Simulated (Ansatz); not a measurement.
Several settings converged on a (001) slab of PtS2 (cut from a parent of space group no. 164; 6 atoms in the cell)

```
CELL_PARAMETERS angstrom
      3.52230     0.00000     0.00000
     -1.76115     3.05040     0.00000
      0.00000     0.00000    21.32160
ATOMIC_POSITIONS crystal
  Pt 0.00000 0.00000 0.38240
  S  0.33333 0.66667 0.43650
  S  0.66667 0.33333 0.32831
  Pt 0.00000 0.00000 0.61760
  S  0.33333 0.66667 0.67169
  S  0.66667 0.33333 0.56350
```

Base method: PBE (plane waves, PAW; Ansatz, a quantum-chemistry and plane-wave program).

Base settings: basis.ecutwfc = 420 eV; kpoints.mp_grid.grid = 7 7 1; hamiltonian.xc = pbe; hamiltonian.pseudopotentials = {kind: paw} (the program's default PAW files); scf.occupations.method = fermi_dirac; scf.occupations.width = 0.05 eV.

The count of work is k-points × plane waves × bands × iterations; it is no time. 

**The vacuum**

The mesh stays at the base's, so the ladder's end is converged at best in this setting alone.

Only quantities that move along the ladder and can be compared are tabulated.

```csv
vacuum between outermost atoms (Å),free energy less the last step's (meV/atom),largest difference of a force vector from the last step's (eV/Å),gap on the mesh (eV),count of work / last
3.0,4.28,0.124,1.120,0.27
4.0,-1.37,0.007,1.202,0.34
5.0,-0.80,0.005,1.145,0.37
6.0,-0.26,0.002,1.123,0.40
7.0,-0.06,0.000,1.115,0.38
8.0,-0.01,0.000,1.112,0.41
10.0,0.00,0.000,1.111,0.46
12.0,0.00,0.000,1.111,0.52
14.0,0.00,0.000,1.111,0.57
17.0,0.01,0.000,1.111,0.65
20.0,0.00,0.000,1.111,0.73
25.0,0.01,0.000,1.111,0.86
30.0,0.00,0.000,1.111,1.0
```

Smallest vacuum between outermost atoms (Å) that holds the gap on the mesh within 0.01 eV of the last step, with all finer ones: 7.0, at 0.38 of the last step's count of work; the step before is off by 0.012 eV.

Smallest vacuum between outermost atoms (Å) that holds the free energy within 2 meV/atom of the last step, with all finer ones: 4.0, at 0.34 of the last step's count of work; the step before is off by 4.3 meV/atom.

Smallest vacuum between outermost atoms (Å) that holds the forces within 0.01 eV/Å of the last step, with all finer ones: 4.0, at 0.34 of the last step's count of work; the step before is off by 0.12 eV/Å.

**The plane-wave cutoff**

The mesh stays at the base's, so the ladder's end is converged at best in this setting alone.

Only quantities that move along the ladder and can be compared are tabulated.

| basis.ecutwfc | free energy less the last step's (meV/atom) | largest difference of a force vector from the last step's (eV/Å) | gap on the mesh (eV) | count of work / last |
|---|---|---|---|---|
| 210 eV | 2632.59 | 0.266 | 1.108 | 0.12 |
| 250 eV | 604.50 | 0.078 | 1.086 | 0.18 |
| 295 eV | 82.93 | 0.054 | 1.108 | 0.21 |
| 355 eV | 4.37 | 0.004 | 1.111 | 0.28 |
| 420 eV | 1.43 | 0.001 | 1.111 | 0.35 |
| 505 eV | 0.49 | 0.000 | 1.111 | 0.47 |
| 630 eV | 0.13 | 0.000 | 1.111 | 0.65 |
| 840 eV | 0.00 | 0.000 | 1.112 | 1.0 |

Coarsest basis.ecutwfc that holds the forces within 0.01 eV/Å of the last step, with all finer ones: 355 eV, at 0.28 of the last step's count of work; the step before is off by 0.054 eV/Å.

Coarsest basis.ecutwfc that holds the free energy within 1 meV/atom of the last step, with all finer ones: 505 eV; the step before is off by 1.4 meV/atom.

Coarsest basis.ecutwfc that holds the gap on the mesh within 0.02 eV of the last step, with all finer ones: 295 eV, at 0.21 of the last step's count of work; the step before is off by 0.026 eV.

On the base run: the starting cell has typed, rounded lattice constants, without a prior relaxation at this level. The slab is cut from that crystal, and its faces are unrelaxed. Its lattice was rescaled by up to half a per cent. Spin-orbit coupling is off. Spin polarisation is off, though cut faces can carry moments; a gap of a slab can lie between surface states. In the base run, forces exceed 1 eV/Å.

Left out of this page: 1 run of the series outside the window shown, repeating another row's setting, or not comparable.

Keys are those of Ansatz 0.2.
